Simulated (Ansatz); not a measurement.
Start from BeS in the zinc blende structure (space group F-43m, No. 216; a = 4.838 Å). Axes: x, y, z lie along the cube axes.

Level of theory: plane-wave PAW DFT at the PBEsol level (Ansatz, a program for electronic structure, 420 eV), no spin-orbit coupling.

One thing is altered: the cell is compressed by 2.57 % along x with no lateral relaxation, atoms relaxed at fixed cell.

Problem. Predict the stress tensor and what it implies for the stiffness.

Solution. Stress of the strained cell less that of the base (GPa, compression positive):
```
   4.24    0.00    0.00
   0.00    1.85    0.00
   0.00    0.00    1.85
```

Then −Δσ_ii/ε with ε = -0.0257 gives secant stiffness values (nonlinear terms included at this strain): C11 ≈ 165 GPa, C12 ≈ 72 GPa and C13 ≈ 72 GPa.

As a check, the harmonic strain energy −½ V₀ Δσ:ε is 4.8 meV/atom; the computed energy rise is 4.8 meV/atom.

Stability against distortions was not tested.
